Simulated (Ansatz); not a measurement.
Base system: TaC in the rock salt structure (space group Fm-3m, No. 225; a = 4.4759 Å).

The other end (x = 1) is TaSn in the rock salt structure (space group Fm-3m, No. 225; a hypothetical phase, not in the database extracts checked): 22.50 Å³/atom, gap zero; this end may not be an ambient phase.

The values are results of Kohn–Sham DFT with the PBE functional, run in Ansatz (a quantum-chemistry and plane-wave program) with PAW and 420 eV plane waves, spin-orbit coupling left out, not measurements.

Sn replaces a fraction x of C; each row is one arrangement (x, atoms in the cell, starting space group or random), fully relaxed.

One change was made to it. Results:

The deviation of the volume from the linear (Vegard-type) interpolation amounts to +4.1 %; the mixing energy comes out as -0.01 eV/atom (to 0.01 eV only: unlike meshes or grids) (against an end that may be hypothetical); the shortest interatomic distance drops by 0.168 Å, from 2.238 Å to 2.070 Å.

Task: Which of these changes matches the shifts?
A) x(Sn) = 0.25, 8 atoms, Pm-3m
B) x(Sn) = 0.75, 8 atoms, Pmmm
C) x(Sn) = 0.333, 6 atoms, Immm
D) x(Sn) = 0.667, 6 atoms, I4/mmm

Result: B, x(Sn) = 0.75, 8 atoms, Pmmm. For comparison, the mixing energy in the other runs: x(Sn) = 0.333, 6 atoms, Immm gives +0.31 eV/atom; x(Sn) = 0.667, 6 atoms, I4/mmm gives -0.37 eV/atom; x(Sn) = 0.25, 8 atoms, Pm-3m gives +1.04 eV/atom.

These are small ordered cells, not random alloys; other orderings at the same x differ. Whether these cells are dynamically stable was not tested. All final runs are without spin polarisation. An odd electron count without spin: TaC, TaSn, Ta3SnC2 and Ta3Sn2C. TaSn has a high density of states at the Fermi level and may be magnetic at this level. Under x(Sn) = 0.75, 8 atoms, Pmmm, x(Sn) = 0.333, 6 atoms, Immm and x(Sn) = 0.667, 6 atoms, I4/mmm the cell changed shape so far that it is another structure.
